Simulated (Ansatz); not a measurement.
Consider the following.

End structure of H on the 1x1 (110) surface of bcc Ta, one in a 2x1 cell, started at the site 'hollow Ta-Ta-Ta':

```yaml
crystal:
  lattice:
    - [5.74873, 0.00000, 0.00000]
    - [-0.95812, 2.70998, 0.00000]
    - [0.00000, 0.00000, 26.50000]
  atoms:
    - { symbol: Ta, position: [0.25000, 0.50000, 0.37115] }
    - { symbol: Ta, position: [0.75000, 0.50000, 0.37115] }
    - { symbol: Ta, position: [0.00000, 0.00000, 0.45545] }
    - { symbol: Ta, position: [0.50000, 0.00000, 0.45545] }
    - { symbol: Ta, position: [0.25105, 0.49590, 0.54468] }
    - { symbol: Ta, position: [0.75137, 0.49829, 0.54410] }
    - { symbol: Ta, position: [0.00212, 0.00760, 0.63017] }
    - { symbol: Ta, position: [0.50258, 0.98409, 0.62991] }
    - { symbol: H, position: [0.18155, 0.63441, 0.66930] }
```

Slab: 9 atoms, 6.8 Å thick at the start under the adsorbate (thin: gaps and levels are the slab's own); k 5x10x1, smearing 0.1 eV, dipole-corrected; 4 atoms held, the rest relaxed; no symmetry held; no spin, no spin-orbit, no U, no dispersion correction. At the end it is bonded to 3 Ta. In PBE it is, or lies within 0.03 eV of, the lowest of the starts that converged.

A negative adsorption energy means that the adsorbate is more stable on the surface than in its reference.

What adsorption energy against ½ H2(g) does PBE (Ansatz, a program for electronic structure) give?

-0.96 eV

Give the change of the work function at the level PBE.

-0.22 eV

Predict the change of the step from the bottom to the top vacuum level, against the clean slab from PBE.

-0.19 eV

What is the computed work function of the top face (PBE)?

4.55 eV
